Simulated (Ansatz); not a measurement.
We consider cubic perovskite SrVO3, described by LDA (Ansatz, a quantum-chemistry and plane-wave program, PAW).

Run with plane-wave cutoff 500 eV, 10×10×10 k mesh, Fermi–Dirac smearing 0.05 eV, magnetic order G, scalar-relativistic PAW data made under PBE.

Computed at the level's own relaxed cell.

Problem. Estimate the equilibrium volume per atom and lattice constant a that the calculation returns.

Solution. 
- equilibrium volume per atom = 10.74 Å³/atom
- lattice constant a = 3.773 Å

Measured, for comparison: equilibrium volume per atom 11.34 Å³/atom, lattice constant a 3.842 Å (temperature not stated, not corrected to a static lattice; as tabulated in Marks et al. (2021), arXiv:2103.05797). Computed (rounded) less measured: equilibrium volume per atom -5.3 %, lattice constant a -1.8 %. A static lattice is as a rule a little smaller and stiffer than an uncorrected measurement, which narrows the difference in the lattice constant a and would widen misses of the other sign.
